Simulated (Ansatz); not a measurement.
## CsPbCl3 in the cubic perovskite structure (space group Pm-3m, No. 221)

```
CELL_PARAMETERS angstrom
      5.67350     0.00000     0.00000
      0.00000     5.67350     0.00000
      0.00000     0.00000     5.67350
ATOMIC_POSITIONS crystal
  Cs 0.00000 0.00000 0.00000
  Pb 0.50000 0.50000 0.50000
  Cl 0.00000 0.50000 0.50000
  Cl 0.50000 0.50000 0.00000
  Cl 0.50000 0.00000 0.50000
```

Level of theory: plane-wave PAW DFT at the r2SCAN level (Ansatz, a first-principles code, 500 eV), scalar-relativistic without spin-orbit coupling. k-mesh 6×6×6 (Γ-centred); smearing 0.05 eV (Fermi–Dirac).

```json
{
 "volume_per_atom": "36.52 Å³",
 "density": "4.06 g/cm³",
 "band_gap": "2.46 eV, direct at R",
 "Electron mass (degenerate bands, along [100])": "0.12, 0.88, 0.88 mₑ",
 "hole_mass": "0.21 mₑ",
 "Lowest conduction-band minima above the VBM": "R along ⟨111⟩ 2.46 eV",
 "total_energy": "-4173.234 eV/atom (σ→0; compares only within this code and set-up)"
}
```

With Pb present, leaving out spin-orbit coupling can change the band edges. Effective masses come from finite differences of ±0.01 Å⁻¹. No phonon test of stability was made. Many cubic perovskites are stable only at high temperature; tilts and polar distortions were not tested. This is not the structure that CsPbCl3 has at room temperature and ambient pressure.
